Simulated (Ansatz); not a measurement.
An Ansatz (a quantum-chemistry and plane-wave program) run: TiAl with a change (uniaxial strain ε_zz = +3.00 %); PBE/PAW in Ansatz, without spin-orbit coupling.

Input:

Ansatz 0.2 input:
```yaml
crystal:
  lattice:
    - [2.8240742126, 0, 0]
    - [0, 2.8240742126, 0]
    - [0, 0, 4.1969955704]
  atoms:
    - { symbol: Ti, position: [0, 0, 0] }
    - { symbol: Al, position: [0.5, 0.5, 0.5] }
basis: { ecutwfc: 420, ecutrho_ratio: 4, xc_grid: 2, fft_grid_basis: typed }
kpoints: { mp_grid: { grid: [20, 20, 14] } }
hamiltonian:
  xc: pbe
  dispersion: none
  pseudopotentials: { kind: paw }
scf: { occupations: { method: fermi_dirac, width: 0.1 }, convergence: { dr2_threshold: 0.0000000002 } }
relax: { f_tol: 0.005, max_steps: 50 }
output: { forces: true, stress: true }
checkpoint: { write: state.ck, write_every: 1000 }
```

Output:

```
Relaxation: its limit of steps is 50 (relax.max_steps)
WARN ansatz: RAYON_NUM_THREADS=1 ignored (pool sized by the plan → 1); use --threads N
Pseudopotentials: kind: paw
Pseudopotential: Ti, paw, valence charge 12
Pseudopotential: Al, paw, valence charge 3
Functional definition: PBE
Crystal: 2 atoms, lattice volume = 33.473 Å³
Basis set: ecut = 420 eV, 675 PW (Γ), exchange–correlation on 40×40×60 points (8 copies of the dense FFT grid, shifted against one another)
Bands: 12, of which v1, the nominal top of the filled ones, is band 8 counted from 1 (7 counted from 0)
Symmetry: 16 space group operations
Space group: P4/mmm (ITA 123), of the structure as read, at distance tolerance 3.2e-5 Å
k-points: 528 of 5600
Initial density: superposition of atomic densities (neutral atoms: chi_scale 0, normalization atom), corrected by the library's trained network
Initial wavefunctions: pseudopotential atomic-orbital guess
Eigensolver: davidson
Functional: x = pbe(κ = 0.804, μ = 0.2195149727645171), c = pbe(β = 0.06672455060314922)
SCF iter   1: F=—  HF=-3037.995013 eV  |F-HF|=—  |Δ(HF+E_count)|=         —  Δρ=3.33e-3  dr2=1.77e-3  ethr=1.77e-3  ⟨swp⟩=4.9  Hψ=32018  notcnv=0
all-band conjugate gradients solve this SCF's bands
preconditioner: auto → none
SCF iter   2: F=—  HF=-3037.994924 eV  |F-HF|=—  |Δ(HF+E_count)|=   8.90e-5  Δρ=1.88e-3  dr2=6.86e-4  ethr=1.18e-5  ⟨swp⟩=1.3  Hψ=10876  notcnv=0
SCF iter   3: F=—  HF=-3037.994981 eV  |F-HF|=—  |Δ(HF+E_count)|=   5.70e-5  Δρ=1.37e-4  dr2=5.95e-6  ethr=4.58e-6  ⟨swp⟩=1.6  Hψ=6798  notcnv=0
SCF iter   4: F=—  HF=-3037.995012 eV  |F-HF|=—  |Δ(HF+E_count)|=   3.13e-5  Δρ=3.92e-5  dr2=5.51e-7  ethr=3.97e-8  ⟨swp⟩=2.3  Hψ=9058  notcnv=0
SCF iter   5: F=—  HF=-3037.995012 eV  |F-HF|=—  |Δ(HF+E_count)|=   2.44e-7  Δρ=8.64e-6  dr2=1.18e-8  ethr=3.67e-9  ⟨swp⟩=2.1  Hψ=8577  notcnv=0
SCF iter   6: F=—  HF=-3037.995012 eV  |F-HF|=—  |Δ(HF+E_count)|=   6.68e-9  Δρ=1.43e-6  dr2=3.73e-10  ethr=7.89e-11  ⟨swp⟩=2.7  Hψ=10246  notcnv=0
SCF iter   7: F=-3037.995012 eV  HF=-3037.995012 eV  |F-HF|=9.09e-13  |Δ(HF+E_count)|=  2.34e-10  Δρ=1.48e-7  dr2=2.20e-12  ethr=1.33e-12  ⟨swp⟩=3.8  Hψ=17380  notcnv=0
SCF 1 converged in 7 iterations: F = -3037.995012 eV  dr2 = 2.20e-12
relax step   1: F+E_penalty+E_count = -3037.99501170 eV  Δ(F+E_penalty+E_count) = +0.000e0 eV  max|allowed force component| = 1.972e-31 eV/Å  Δτ_max = 0.0000 Å  (7 SCF iters, accepted)
the relaxation is at rest under the 16 symmetry operations that the run kept from its start: a minimum is not shown …
SCF converged after 7 iterations
Free energy (F): -3037.995012 eV
Harris-Foulkes:  -3037.995012 eV  (|F-HF|=9.09e-13)
Internal energy: -3037.933691 eV  (E = F + TS)
E sigma→0 (E₀):  -3037.964352 eV
Entropy (-TS):   -0.061320 eV (-30.660 meV/atom)
Fermi energy:    10.597642 eV
--- Per-component energies (eV) ---
  E_band       = -170.772334
  E_kinetic    = 295.278299
  E_local      = -1101.714702  (includes V_loc(G=0)·N_el)
  E_nonlocal   = 19.006477
  E_hartree    = 471.365939
  E_xc         = -137.268505
  E_vxc        = -150.989822  (∫ρ·V_xc dr)
  E_paw        = -1515.397498  (= ΣΔE_a)
  E_vpaw       = -175.084597  (= ΣTr[D̂ρ^β])
  E_aug_tail   = 0.000127  (compensation charges beyond the density's cutoff)
  E_ewald      = -1069.203827
  E_smearing   = -0.061320  (= −TS)
  E_closure    = 0.000000  (closes the sum)
  Σ components = -3037.995012   (vs F -3037.995012, Δ=0.00e0)
  [band-id]    e_kinetic+e_local+e_nonlocal+2·e_hartree+e_vxc+e_vpaw+e_augmentation_tail = -170.772342   (vs E_band -170.772334, Δ=-8.07e-6)
--- Forces (eV/Å), atoms counted from 1 ---
  atom   1  Ti     0.00000000     0.00000000     0.00000000
  atom   2  Al     0.00000000     0.00000000     0.00000000
  max |Σ_I F_I| component: 3.94e-31 eV/Å
--- Stress (GPa, compression-positive) ---
       -2.286448       0.000000       0.000000
        0.000000      -2.286448       0.000000
        0.000000       0.000000      -4.849779
  P = ⅓ Tr σ = -3.1409 GPa (-31.409 kbar)
  The stress holds the Pulay correction. Without it, at fixed plane waves, as pw.x and ABINIT print it: P = -3.1839 GPa
  The stress includes an estimate of the error left by incomplete SCF convergence (largest component 0.0000 GPa).
--- Band table ---
  band table: none
--- Relaxed structure (1 steps of the walk, 1 accepted, 0 SCFs on fresh bases) ---
  F+E_penalty+E_count = -3037.99501170 eV   max|allowed force component| = 1.972e-31 eV/Å
  atoms:
    - { symbol: Ti, position: [0.0, 0.0, 0.0] }
    - { symbol: Al, position: [0.5, 0.5, 0.5] }
```

Stability against distortions was not tested. All final runs are without spin polarisation. The cell was made from TiAl (space group P4/mmm, No. 123) by this change: uniaxial strain ε_zz = +3.00 %.
